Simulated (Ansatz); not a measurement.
**PbZrO₃ (Amm2, No. 38, 5 atoms in the cell; start mp-20337; a measured phase of this formula has another space group)**

Calculation: r²SCAN0 (Ansatz, a first-principles code, plane waves, PAW).

Settings: plane-wave cutoff 520 eV, 6×6×6 k mesh, Fermi–Dirac smearing 0.01 eV, scalar-relativistic PAW data made under PBE.

Cell (relaxed with PBEsol):

PbZrO₃ is taken in the orthorhombic space group Amm2 (No. 38), Pearson symbol oS10. Lattice parameters: a = 4.115 Å, b = 5.862 Å, c = 5.996 Å, α = 90.00°, β = 90.00°, γ = 90.00°. Zr on 2b sees 4 O at 2.012–2.080 Å and 2 O at 2.205 Å. Pb on 2a sees 1 O at 2.352 Å and 4 O at 2.640 Å. O1 on 4e has 1 Zr at 2.012 Å and 1 Zr at 2.205 Å and 2 Pb at 2.640 Å. O2 on 2a is coordinated by 2 Zr at 2.080 Å and 1 Pb at 2.352 Å. (Neighbours: up to the widest gap in distance over summed covalent radii, below 1.35, at either atom; cation-cation and far metal-metal contacts left out.)
(The calculation used a cell of 5 atoms; values per cell refer to that cell.)

```yaml
band_gap: 4.68 eV (on the SCF k mesh)
smallest_direct_gap_on_the_k_points_sampled: 4.98 eV
"Γ–Γ gap": 7.03 eV
```

Note: cell and atoms aren't relaxed at this level (largest force component 0.22 eV/Å, pressure -0.8 GPa).

Spin–orbit coupling is not included; with these elements it can move the gap by several tenths of an eV or more.

Static lattice: no zero-point or thermal effects.

Cost on a shared machine: very roughly 5 core-minutes.

A start named mp-… is a Materials Project structure, which need not be a measured phase.
